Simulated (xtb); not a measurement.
xtb 6.7.1, GFN1-xTB: C[Si](O)(O)N[Si](O)(O)O, 18 atoms. The geometry is a generated start, not checked to be a minimum at this level.

```yaml
method: GFN1-xTB
"--acc": 1 (default)
"--etemp (K)": 300 (default)
detailed input (--input): "none: ANC optimiser, Lindh (1995) Hessian, microcycle=20, maxdispl=1.0, hlow=0.01 (default)"
basis_functions: 66
valence_electrons: 56
```

```xyz
18

Si     1.8443     0.1571     0.0226
O      1.7562     1.4478     1.0230
O      1.9043     0.5887    -1.5425
O      3.2052    -0.6426     0.4121
N      0.4096    -0.7657     0.2691
Si    -1.0969     0.0218    -0.0188
C     -2.5635    -1.1240     0.2825
O     -1.3006     1.3604     0.8934
O     -0.9570     0.4627    -1.6013
H      2.5685     1.9021     1.2339
H      1.0462     0.6509    -1.9659
H      3.5198    -1.2877    -0.2142
H      0.4283    -1.5069     0.9421
H     -3.4912    -0.5785     0.1530
H     -2.5600    -1.5264     1.2881
H     -2.5645    -1.9554    -0.4125
H     -0.5024     1.7861     1.2061
H     -1.6463     1.0095    -1.9706
```

The structure is relaxed from this start with --opt LEVEL for the levels crude, sloppy, loose, lax, normal, tight, vtight, extreme, once each. Up to the end of the extreme run atoms move by at most 2.0 Å along an axis.

Task: What is the loosest level that ends within 1 meV of the extreme run, and how many cycles does it take?

Result: normal: 87 cycles against 105, ending 0.35 meV above.

| level | cycles | energy above the extreme run (meV) | gradient norm (eV/Å) |
|---|---|---|---|
| crude | 20 | 140 | 0.26 |
| sloppy | 22 | 140 | 0.18 |
| loose | 45 | 22 | 0.12 |
| lax | 57 | 11 | 0.098 |
| normal | 87 | 0.35 | 0.047 |
| tight | 92 | 0.084 | 0.038 |
| vtight | 103 | under 0.01 | 0.0028 |
| extreme | 105 | — | 0.0022 |
